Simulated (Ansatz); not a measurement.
Data:

```yaml
crystal:
  lattice:
    - [3.13096, 0.00000, 0.00000]
    - [-1.56548, 2.71149, 0.00000]
    - [0.00000, 0.00000, 5.02946]
  atoms:
    - { symbol: Si, position: [0.33333, 0.66667, 0.99846] }
    - { symbol: Si, position: [0.66667, 0.33333, 0.49846] }
    - { symbol: C, position: [0.33333, 0.66667, 0.37654] }
    - { symbol: C, position: [0.66667, 0.33333, 0.87654] }
```

Method: r2SCAN with spin-orbit coupling, rigid bands (plane waves, PAW; Ansatz, a first-principles code). Condition of this run: biaxial stress in the c plane of -10 GPa (compression positive) (the target of the relaxation). Geometry: cell and atoms relaxed with PBEsol, then loaded as said.

Question: What conductivity effective mass do dilute holes have at 300 K?

Answer: 1.51 (x), 1.51 (y), 0.35 (z) mₑ.

Question: Predict the electron conductivity mass (n e² τ/σ) at 300 K, by direction if it differs.

Answer: 0.44 (x), 0.44 (y), 0.26 (z) mₑ.

Question: And the band gap?

Answer: 2.77 eV at this level; semilocal functionals usually fall short of the measured gap.

Rigid bands, one relaxation time for all states, no polarons. Geometry: cell and atoms relaxed with PBEsol.
